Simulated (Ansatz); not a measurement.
Worked example: relaxation of cell and atoms of Lu₃TlC (Pm-3m, 5 atoms in the cell) in Ansatz (an electronic-structure program).

Level of theory: LDA (PW92), default PAW files made with PBE (plane waves; Ansatz).

The change in words: atoms on their sites; basis.ecutwfc: 420 eV → 630 eV; relax: default → cell and atoms. Reference geometry:
```
CELL_PARAMETERS angstrom
      4.73183     0.00000     0.00000
      0.00000     4.73183     0.00000
      0.00000     0.00000     4.73183
ATOMIC_POSITIONS crystal
  Lu 0.50000 0.00000 0.50000
  Lu 0.01057 0.50000 0.50000
  Lu 0.50000 0.50000 0.00000
  Tl 0.00000 0.00000 0.00000
  C  0.50000 0.50000 0.50000
```

Reference input (self-consistent single point, DFT, LDA (PW92), plane waves, default PAW files made with PBE): basis.ecutwfc = 420 eV; kpoints.mp_grid.grid = 5 5 5; hamiltonian.xc = lda; hamiltonian.pseudopotentials = {kind: paw} (the program's default PAW files); scf.occupations.method = gaussian; scf.occupations.width = 0.1 eV. This run's input differs from it in these lines:

Ansatz 0.2 input:
```diff
@@ -8,3 +8,3 @@
     - { symbol: Lu, position: [0.50000000, 0.00000000, 0.50000000] }
-    - { symbol: Lu, position: [0.01056700, 0.50000000, 0.50000000] }
+    - { symbol: Lu, position: [0.00000000, 0.50000000, 0.50000000] }
     - { symbol: Lu, position: [0.50000000, 0.50000000, 0.00000000] }
@@ -13,3 +13,3 @@
 basis:
-  ecutwfc: 420.0 eV
+  ecutwfc: 630.0 eV
 kpoints:
@@ -25,2 +25,4 @@
     width: 0.1 eV
+relax:
+  cell: {}
 output:
```

Log, with long lists cut:

```
   [... SCF lines of the steps left out ...]
relax step   1: F+E_penalty+E_count = -54871.38984390 eV  Δ(F+E_penalty+E_count) = +0.000e0 eV  max|allowed force component| = 7.957e-29 eV/Å  Δτ_max = 0.0000 Å  P = -4.271 GPa  Ω = 105.947 Å³  (8 SCF iters, dr2 threshold 1.00e-7 eV, accepted)
relax step   2: F+E_penalty+E_count = -54871.39178506 eV  Δ(F+E_penalty+E_count) = -1.941e-3 eV  max|allowed force component| = 6.058e-29 eV/Å  Δτ_max = 0.0000 Å  P = +4.917 GPa  Ω = 96.801 Å³  energy of the carried Pulay correction = +2.688e-4 eV  [...]
   [... lines left out ...]
relax step   4: F+E_penalty+E_count = -54871.45622138 eV  Δ(F+E_penalty+E_count) = -3.292e-4 eV  max|allowed force component| = 2.509e-29 eV/Å  Δτ_max = 0.0000 Å  P = -0.022 GPa  Ω = 101.191 Å³  energy of the carried Pulay correction = +1.368e-4 eV  [...]
relax step   5: F+E_penalty+E_count = -54871.45609146 eV  Δ(F+E_penalty+E_count) = +1.299e-4 eV  max|allowed force component| = 4.828e-29 eV/Å  Δτ_max = 0.0000 Å  P = -0.022 GPa  Ω = 101.191 Å³  stress off target by 2.20e-2 GPa  SCF on the basis [...]
basis re-selected at this cell: Δ(F+E_penalty+E_count) = +1.299e-4 eV, ΔP = -0.000 GPa vs the last step
the relaxation is at rest under the 48 symmetry operations that the run kept from its start: a minimum is not shown …
Free energy (F): -54871.456091 eV
Internal energy: -54871.449486 eV  (E = F + TS)
E sigma→0 (E₀):  -54871.452789 eV
Entropy (-TS):   -0.006605 eV (-1.321 meV/atom)
Fermi energy:    15.025788 eV
--- Forces (eV/Å), atoms counted from 1 ---
  atom   1  Lu     0.00000000     0.00000000     0.00000000
   [... zero for the other atoms too ...]
   [... lines left out ...]
  cell:  # Å, volume = 101.1905 Å³
   [... lines left out ...]
    - [-1.2839532962581572e-34, -5.095689644524561e-34, 4.6599360721306855]
  atoms:
    - { symbol: Lu, position: [0.5, 1.679999725750129e-36, 0.5] }
    - { symbol: Lu, position: [-1.1871291439283996e-35, 0.5, 0.5] }
    - { symbol: Lu, position: [0.5, 0.5, -7.472553986097351e-37] }
    - { symbol: Tl, position: [7.631544496080584e-36, 3.5878858500713224e-36, -8.532490721331595e-37] }
    - { symbol: C, position: [0.5, 0.5, 0.5] }
```

The run converged. 

Summary of the result:
- Free energy E − TS (on the zero of these files): -54871.4561 eV
- Fermi level (on the code's own zero): 15.03 eV
- Pressure: -0.02 GPa
- Final cell: a = 4.6599 Å, b = 4.6599 Å, c = 4.6599 Å, α = 90.00°, β = 90.00°, γ = 90.00°
- Final volume per atom: 20.24 Å³
- Relaxation steps: 5

The starting cell comes from a database of computed structures (which also holds hypothetical and non-ambient phases and stackings), without a prior relaxation at this level. Its lattice was rescaled by up to half a per cent. The relaxation keeps the symmetry of its start, so its end need not be a minimum. Ansatz's pressure includes its estimate of the finite-basis (Pulay) stress.

Cost on one core of a shared machine: roughly 40 s.
